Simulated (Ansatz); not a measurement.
System: cubic perovskite CsPbBr₃ (cubic high-temperature phase). Method: rVV10 in Ansatz (PAW).

Settings: plane-wave cutoff 520 eV, 6×6×6 k mesh, Fermi–Dirac smearing 0.01 eV, scalar-relativistic PAW data made under PBE.

Response to compression and expansion:

| V (Å³/atom) | P (GPa) | direct gap at Γ (eV) | smallest gap on the k mesh (eV) |
|---|---|---|---|
| 39.367 | 1.57 | 4.650 | 1.325 |
| 40.205 | 0.99 | 4.609 | 1.412 |
| 41.042 | 0.47 | 4.569 | 1.492 |
| 41.880 | 0.00 | 4.532 | 1.566 |
| 42.717 | -0.42 | 4.496 | 1.634 |
| 43.555 | -0.79 | 4.462 | 1.696 |
| 44.393 | -1.12 | 4.429 | 1.753 |

The fundamental gap (1.57 eV at the equilibrium volume, with added k points) lies elsewhere than Γ–Γ.

Note: the relaxation could not lower the start's symmetry, so the cell can be a saddle point above a distorted one.

Spin–orbit coupling is not included; with these elements it can move the gap by several tenths of an eV or more.

Ansatz is a quantum-chemistry and plane-wave program.
